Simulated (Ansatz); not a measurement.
An Ansatz (a first-principles code) input (PBEsol/PAW in Ansatz, without spin-orbit coupling):

Ansatz 0.2 input:
```yaml
crystal:
  lattice:
    - [3.5597583108, 0, 0]
    - [-1.7798791554, 3.0828411285, 0]
    - [0, 0, 8.7165349067]
  atoms:
    - { symbol: Se, position: [0, 0, 0.7457289976] }
    - { symbol: S, position: [0.3333333333, 0.6666666667, 0.4167011541] }
    - { symbol: Se, position: [0.6666666667, 0.3333333333, 0.0878332763] }
    - { symbol: Be, position: [0, 0, 0.9998967142] }
    - { symbol: Be, position: [0.3333333333, 0.6666666667, 0.656591654] }
    - { symbol: Be, position: [0.6666666667, 0.3333333333, 0.3432482038] }
basis: { ecutwfc: 420, ecutrho_ratio: 4, xc_grid: 2, fft_grid_basis: typed }
kpoints: { mp_grid: { grid: [11, 11, 4] } }
hamiltonian:
  xc: pbesol
  dispersion: none
  pseudopotentials: { kind: paw }
scf: { occupations: { method: fermi_dirac, width: 0.05 }, convergence: { dr2_threshold: 0.0000000006 } }
output: { forces: true, stress: true }
checkpoint: { write: state.ck, write_every: 1000 }
```

**Question.** Which symmetry and how many k-points will the program report, and about how many plane waves at Γ?

**Answer.** Space group P3m1 (ITA 156) with 6 operations, k-points 58 of 484, and 1835 plane waves at Γ.

These are small ordered cells, not random alloys; other orderings at the same x differ. Stability against distortions was not tested. The cell was made from BeSe by this change: x(S) = 0.333, 6 atoms, P3m1.
